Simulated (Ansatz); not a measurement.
Functionals compared on the (322) surface of fcc Rh in its 1x1 cell, outermost plane spacing 0.46 Å in the ideal cut, in Ansatz (plane waves, PAW). The structure was relaxed with PBE; the other rows are single points on it, each with its references at the same level. Cutoff 420 eV (500 eV for r2SCAN).

Set-up: 23 atoms, 10.2 Å thick at the start (thin: gaps and levels are the slab's own); mesh 14x4x1; 0.1 eV smearing; dipole correction on; all atoms relaxed; symmetry of the start imposed; no spin, no spin-orbit, no U. These notes are the PBE run's.

```csv
functional,surface energy (J/m²),work function of the top face (eV),rough cost of the single point
PBE,2.26,4.97,–
LDA,[?],[?],around 4 core-minutes (rough)
PBEsol,2.68,5.09,roughly 4 core-minutes
RPBE,2.00,4.79,around 5 core-minutes (rough)
r2SCAN,2.49,4.95,very roughly 7 core-minutes
```

Question: Some entries are withheld; supply them.

Answer: 
- LDA, surface energy (J/m²): 2.88
- LDA, work function of the top face (eV): 5.35

Ansatz is an electronic-structure program.
